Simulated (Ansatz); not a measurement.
# Worked sum: formation energy of the neutral Al_Si + H_i in SiO2 (rutile, P4₂/mnm)

We look at the formation energy of the neutral Al_Si + H_i in SiO2 (rutile, P4₂/mnm). Reaction: 24 SiO2 (rutile) + Al (fcc) + 1/2 H2 (gas) → cell A + Si (diamond).

A: a supercell of 72 sites of SiO2 (rutile, P4₂/mnm) with Al on a Si site (6 O at 1.80–1.93 Å); H off the lattice sites (1 O at 1.00 Å); the closest two of these centres are 2.3 Å apart; spin state with PBE: run without spin.

Ansatz (a quantum-chemistry and plane-wave program) with PAW potentials; structures come from PBE relaxations, nuclei static, no net charge. Ansatz runs with its PAW set soft_1. Other levels take these structures. The lattices are those relaxed with PBE, so at other levels the solids can be strained. Larger cells are relaxed from a start prepared with the learned potential CHGNet, on a coarser mesh till forces fall under 0.03 eV/Å, which some starts already meet. A dispersion term (D3(BJ), or D4 for r2SCAN) was computed beside these levels and is taken off wherever the name lacks it. Space groups of crystals are read within 0.01 Å. Mesh and cell size may move defect energies by 0.1 eV or more. The value holds for the reservoirs listed; other chemical potentials shift it.

Total energies of the cells in eV, at zero smearing width. They compare only within one column; the weights balance every element.

```tsv
cell	atoms	weight	r2SCAN
A: SiO2:Al_Si + H_i	73	+1	-42629.40934
Si (diamond)	2	+1/2	-1278.12992
SiO2 (rutile)	72	−1	-42711.58355
Al (fcc)	1	−1	-540.40807
H2 (gas)	2	−1/2	-31.88931
```

r2SCAN: (-42629.40934) + 1/2 × (-1278.12992) − (-42711.58355) − (-540.40807) − 1/2 × (-31.88931) = -0.538 eV.
